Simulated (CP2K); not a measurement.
A user runs CP2K on TcO2 (P4_2/mnm, 6 atoms in the cell) and asks whether the run is sound. The aim is a self-consistent single point with DFT LDA (Pade form), GPW, DZVP-MOLOPT-SR-GTH basis, GTH-PADE potentials (GTH_POTENTIALS).

Cell that was meant: a = 4.8780 Å, b = 4.8780 Å, c = 2.7875 Å, α = 90.00°, β = 90.00°, γ = 90.00°.

Part of the input:

```
    POTENTIAL_FILE_NAME GTH_POTENTIALS
    &QS
      METHOD GPW
      EPS_DEFAULT 1E-4
    &END QS
    &MGRID
      CUTOFF 500
```

Log, with long lists cut:

```
 GLOBAL| Method name                                                        CP2K
   [... lines left out ...]
                        No outer SCF

 Extrapolation method: initial_guess

 Number of electrons:                                                         54
 Number of occupied orbitals:                                                 27
 Number of molecular orbitals:                                                37

 Number of orbital functions:                                                104
 Number of independent orbital functions:                                    104
 SCF WAVEFUNCTION OPTIMIZATION

  Step     Update method      Time    Convergence         Total energy    Change
     1 NoMix/Diag. 0.20E+00      -     0.67355605      -225.7912833273 -2.26E+02
     2 Broy./Diag. 0.20E+00      -     0.12764216      -224.5436504390  1.25E+00
     3 Broy./Diag. 0.20E+00      -     0.28147475      -226.5548364982 -2.01E+00
     4 Broy./Diag. 0.20E+00      -     0.12712436      -227.2334865976 -6.79E-01
     5 Broy./Diag. 0.20E+00      -     0.07723621      -225.7301139768  1.50E+00
     6 Broy./Diag. 0.20E+00      -     0.01128656      -225.4939135955  2.36E-01
   [... 8 lines left out ...]
    15 Broy./Diag. 0.20E+00      -     0.00002494      -225.5439493757 -5.56E-05
    16 Broy./Diag. 0.20E+00      -     0.00000143      -225.5439273113  2.21E-05
    17 Broy./Diag. 0.20E+00      -     0.00000284      -225.5439588577 -3.15E-05
    18 Broy./Diag. 0.20E+00      -     0.00000049      -225.5439871846 -2.83E-05
  *** SCF run converged in    18 steps ***

  Overlap energy of the core charge distribution:               0.00000000000945
  Self energy of the core charge distribution:               -459.26324341058893
  Core Hamiltonian energy:                                    115.72748374458618
  Hartree energy:                                             149.35277704547852
  Exchange-correlation energy:                                -31.35809521344573
  Smearing free energy correction:                             -0.00290935170769
  Fermi energy:                                                 0.36088605112750

  Total energy:                                              -225.54398718459765
  Total energy (extrapolated to sigma->0):                   -225.54253250874382

   [... lines left out ...]
 STRESS|                        x                   y                   z
 STRESS|      x       -4.26933201824E+05  -1.00753744462E+02  -9.36447358153E+03
 STRESS|      y       -1.00753744462E+02  -4.26933201457E+05  -9.36271070543E+03
 STRESS|      z       -9.36447358153E+03  -9.36271070543E+03  -2.44857834304E+05
 STRESS| 1/3 Trace                                            -3.66241412528E+05
```

Question: Is this run sound? If not, what is wrong?

Answer: The run is not sound. The fault is a loose overall precision setting. This key sets the screening of integrals and grid mapping; loose values add noise to the density and the energy. To fix it, restore the tighter precision. The run converged in 18 iterations without an error; against the sound input the free energy drops by 109 meV/atom, the pressure goes from -18.68 to -36.62 GPa and the largest force goes from 0.199 to 2.933 eV/Å.

The sound input it was made from differs as follows (other fixes are possible):
```diff
-      EPS_DEFAULT 1E-4
+      EPS_DEFAULT 1E-10
```

With that input, the run converged in 18 iterations: free energy E − TS -6136.7127 eV; Fermi level (on the code's own zero) 9.83 eV; pressure -18.68 GPa; largest force (vector length) 0.199 eV/Å (DFT LDA (Pade form), GPW, DZVP-MOLOPT-SR-GTH basis, GTH-PADE potentials (GTH_POTENTIALS)).

On the sound input: the starting cell comes from a database of computed structures (which also holds hypothetical and non-ambient phases and stackings), without a prior relaxation at this level. Its lattice was rescaled by a random factor within 2.5 % of one. Spin polarisation is off. Values carry the incompleteness of an atom-centred basis. With a pressure of about -19 GPa the cell is away from its equilibrium volume at this level.
